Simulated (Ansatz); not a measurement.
The starting structures come from a database of crystals and need not be the phases stable at ambient conditions.

 Where the default PAW files enter, the runs use the earlier of Ansatz's two default sets.

```xyz
20
Lattice="5.4919 0.0000 0.0000 -0.0581 5.4916 0.0000 0.0000 0.0000 7.8203" Properties=species:S:1:pos:R:3 pbc="T T T"
Na     0.0076     5.4265     1.9551
Na     5.4261     0.0651     5.8652
Na     2.7304     2.7324     1.9551
Na     2.7033     2.7592     5.8652
Ta     2.7459     0.0000     3.9102
Ta     2.7459     0.0000     0.0000
Ta    -0.0291     2.7458     3.9102
Ta    -0.0291     2.7458     0.0000
O      0.1611     3.0098     1.9551
O      5.2726     2.4818     5.8652
O      3.0080     0.1930     5.8652
O      2.4258     5.2986     1.9551
O      4.3350     1.1447     0.3157
O      1.0987     4.3469     7.5046
O      1.0987     4.3469     4.2259
O      4.3350     1.1447     3.5944
O      3.8391     3.8799     3.9102
O      1.5947     1.6117     3.9102
O      1.5947     1.6117     0.0000
O      3.8391     3.8799     0.0000
```

Space group of this cell: Cmcm. The cell is taken as given; by PBEsol its mean pressure is -0.7 GPa.

Transport runs along the normal of the first two printed cell vectors.

The gap is the functional's own, uncorrected, and κ follows it; spin-orbit coupling is left out. Mid-gap values are interpolated between the computed energies.

Q: Give the band gap and the smallest decay constant κ at mid-gap that Ansatz (a first-principles code) with PBEsol yields.

A: Gap 2.45 eV on a 6×6×4 mesh; κ = 0.257 1/Å, at the zone centre.
